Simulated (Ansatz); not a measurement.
NaF (model structure, started from the wurtzite type, P6₃/mmc, No. 194, 4 atoms in the cell), treated with HSE06 (plane waves, PAW; Ansatz, an electronic-structure program).

Settings: plane-wave cutoff 460 eV, 9×9×6 k mesh (along the axes of the cell as run), Fermi–Dirac smearing 0.01 eV, scalar-relativistic PAW data made under PBE.

Cell (relaxed with PBEsol):

```cif
data_F2Na2
_chemical_formula_sum 'Na2 F2'
_space_group_name_H-M_alt 'P 1'
_space_group_IT_number 1
_cell_length_a 3.89223
_cell_length_b 3.89223
_cell_length_c 4.58412
_cell_angle_alpha 90.000
_cell_angle_beta 90.000
_cell_angle_gamma 120.000
loop_
_space_group_symop_operation_xyz
  'x, y, z'
loop_
_atom_site_label
_atom_site_type_symbol
_atom_site_fract_x
_atom_site_fract_y
_atom_site_fract_z
_atom_site_occupancy
Na1 Na 0.66667 0.33333 0.06261 1
Na2 Na 0.33333 0.66667 0.56261 1
F1 F 0.66667 0.33333 0.56259 1
F2 F 0.33333 0.66667 0.06259 1
```

Give the computed band gap.


- band gap: 7.67 eV (on the SCF k mesh)

Note: the relaxation could raise the start's symmetry but not lower it, so the cell can be a saddle point.

The computed numbers hold no vibrational or temperature effects.

A model structure was made by putting elements into a prototype or built by hand; it is no filed structure, need not be a known phase, and can be a saddle point held by its symmetry.
